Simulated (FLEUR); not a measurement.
Band structure of Re (P6_3/mmc, 4 atoms in the cell).

```yaml
crystal:
  lattice:
    - [2.76833, 0.00000, 0.00000]
    - [-1.38416, 2.39744, 0.00000]
    - [0.00000, 0.00000, 8.94511]
  atoms:
    - { symbol: Re, position: [0.00000, 0.00000, 0.00000] }
    - { symbol: Re, position: [0.00000, 0.00000, 0.50000] }
    - { symbol: Re, position: [0.33333, 0.66667, 0.25000] }
    - { symbol: Re, position: [0.66667, 0.33333, 0.75000] }
```

Method of the run: FLEUR with PBE, all-electron FLAPW (FLEUR), scalar-relativistic valence.

Settings: Kmax = 4.3 1/bohr; GmaxXC = 17.2 1/bohr; xcFunctional = pbe; jspins = 1; l_soc = F; mode = hist; fermiSmearingEnergy = 0.00183747 Htr; mesh (inpgen div1-3) = 11 11 3; inpgen gamma flag = false; Gmax = 17.2 1/bohr; numbands = 0; maxIterBroyd = 15; imix = Anderson; alpha = 0.05.

The starting cell comes from a database of computed structures (which also holds hypothetical and non-ambient phases and stackings), without a prior relaxation at this level. Its lattice was rescaled by a random factor within 2.5 % of one. Spin-orbit coupling is off. Spin polarisation is off. Values depend on the basis (sphere radii, cutoffs, local orbitals), which need not be converged.

Levels in eV from the Fermi level, bands 27 to 34:
```json
[
 {"point": "Γ", "27": "-1.61", "28": "-1.20", "29": "-1.20", "30": "-1.09", "31": "-1.09", "32": "0.50", "33": "0.65", "34": "0.65"},
 {"point": "M", "27": "-0.80", "28": "0.32", "29": "0.32", "30": "1.13", "31": "2.09", "32": "3.91", "33": "3.93", "34": "4.04"},
 {"point": "K", "27": "-2.19", "28": "-2.17", "29": "-0.06", "30": "-0.06", "31": "1.63", "32": "1.63", "33": "2.96", "34": "3.11"},
 {"point": "A", "27": "-1.42", "28": "-1.42", "29": "-1.42", "30": "-1.42", "31": "-1.11", "32": "-1.11", "33": "1.18", "34": "1.18"},
 {"point": "L", "27": "-0.66", "28": "-0.66", "29": "0.28", "30": "0.28", "31": "2.70", "32": "2.70", "33": "3.97", "34": "3.97"},
 {"point": "H", "27": "-2.19", "28": "-2.19", "29": "-0.02", "30": "-0.02", "31": "1.07", "32": "1.07", "33": "3.19", "34": "3.19"}
]
```
